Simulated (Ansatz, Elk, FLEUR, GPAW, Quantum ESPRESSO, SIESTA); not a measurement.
Code comparison for Si2W (I4/mmm, 3 atoms in the cell)

Self-consistent single point, at a second geometry (lattice scaled by 0.98). First geometry:

```
Si2W
1.0
   -1.57297     1.57297     3.81755
    1.57297    -1.57297     3.81755
    1.57297     1.57297    -3.81755
Si W
2 1
Direct
  0.33499   0.33499   0.00000
  0.66501   0.66501   0.00000
  0.00000   0.00000   0.00000
```

Shared settings, as Ansatz (a quantum-chemistry and plane-wave program) writes them: kpoints.mp_grid.grid = 15 15 15; scf.occupations.method = fermi_dirac; scf.occupations.width = 0.05 eV. Potentials and cutoffs stand in the table.

| code | model | ΔF from the first geometry (meV/atom) | pressure (GPa) | largest force (eV/Å) | cutoff |
|---|---|---|---|---|---|
| FLEUR | PBE, all-electron FLAPW (FLEUR), scalar-relativistic valence | 150.7 | – | – | Kmax 3.5 1/bohr |
| SIESTA | GGA PBE, numerical atomic orbitals TZP, PseudoDojo PBE standard norm-conserving potentials (rewritten from UPF to PSML) | 147.9 | 43.31 | 0.555 | grid 300 Ry |
| Quantum ESPRESSO | PBE, GBRV 1.5 ultrasoft (PBE) pseudopotentials | 148.4 | 41.71 | 0.526 | 40 Ry |
| Ansatz | PBE, default PAW files | 148.3 | 43.22 | 0.519 | 420 eV |
| Elk | PBE, all-electron FP-LAPW, Elk's shipped species files, default APW+lo basis | 175.4 | – | – | default |
| GPAW | PBE, GPAW PAW datasets PBE (gpaw-data 1.0.1) | 153.9 | 44.64 | 0.545 | 600 eV |

For Quantum ESPRESSO (by 1.5 GPa) the energy change implies a higher mean pressure, against the two pressures, than for the other programs: a sign of finite-basis (Pulay) stress.

A dash marks a value that a program does not give, or that is left out as unsure.

On Ansatz's run: spin-orbit coupling is off. Spin polarisation is off.

The spread over the programs that give each value: ΔF from the first geometry within 27.5 meV/atom; pressure within 2.93 GPa; largest force within 0.036 eV/Å.

SIESTA uses small atom-centred bases, whose incompleteness enters pressures, forces and empty levels differently from a plane-wave cutoff. FLEUR and Elk treat all electrons, but the usual bases taken here (sphere radii, linearisation, local orbitals, empty states) were not tested for convergence, so the values are no reference for the others. Ansatz's pressure is given at a fixed set of plane waves, as the other plane-wave codes print theirs; with its correction for the finite basis it is 43.28 GPa.

The starting cell comes from a database of computed structures (which also holds hypothetical and non-ambient phases and stackings), without a prior relaxation at this level. Its lattice was rescaled by a random factor within 2.5 % of one. For this run, on top of that: lattice scaled by 0.98.

Keys are those of Ansatz 0.2.
